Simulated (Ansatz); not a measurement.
# TaAs (model structure, from the NbAs type, I4₁md, No. 109): lattice constant a by level of theory

No measured value is used here.

| level (code) | value (Å) |
|---|---|
| PBE (Ansatz) | 3.463 |
| PBEsol (Ansatz) | 3.429 |
| PBE-D3(BJ) (Ansatz) | 3.432 |

Density-functional levels without +SOC have no spin–orbit coupling. Ansatz's density-functional and Hartree–Fock values are scalar-relativistic unless marked +SOC, with PAW data made under PBE.

A model structure was made by putting elements into a prototype or built by hand; it is no filed structure, need not be a known phase, and can be a saddle point held by its symmetry.

Ansatz is a program for electronic structure.
